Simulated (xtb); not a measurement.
xtb 6.7.1, GFN2-xTB: cyclotrisilazane (N1[SiH2]N[SiH2]N[SiH2]1), 15 atoms. The geometry is a generated start, not checked to be a minimum at this level.

```yaml
run_flags: --grad
method: GFN2-xTB
"--acc": 1 (default)
"--etemp (K)": 300 (default)
basis_functions: 51
valence_electrons: 36
```

```xyz
15

Si     1.6702    -0.4327    -0.5255
N      0.5109    -1.5268     0.1398
Si    -1.1724    -1.2974     0.4391
N     -1.4408     0.3999     0.6096
Si    -0.5365     1.7200    -0.0351
N      1.0840     1.1678    -0.2641
H      1.8540    -0.6937    -1.9670
H      2.9350    -0.5912     0.2045
H      0.8250    -2.4793     0.2019
H     -1.9736    -1.8407    -0.6752
H     -1.5195    -1.9478     1.7086
H     -2.3492     0.6476     0.9635
H     -0.5282     2.8067     0.9508
H     -1.1124     2.1723    -1.3165
H      1.7536     1.8955    -0.4344
```

One run each on 1 thread. Values of broydamp tried: 0.02, 0.05, 0.1, 0.2, 0.4 (default), 0.6, 0.8, 1.

Task: Predict the course of the SCC iterations along this series.

Result: Fewest SCC iterations, within one of each other: 0.4 (default) with 11, 0.6 with 12, 0.8 with 12, 1 with 12. The count rises to 20 at 0.02. All converge to one solution.

```
broydamp       SCC iterations            end
-------------  --------------  -------------
0.02                       20  same solution
0.05                       17  same solution
0.1                        16  same solution
0.2                        13  same solution
0.4 (default)              11  same solution
0.6                        12  same solution
0.8                        12  same solution
1                          12  same solution
```
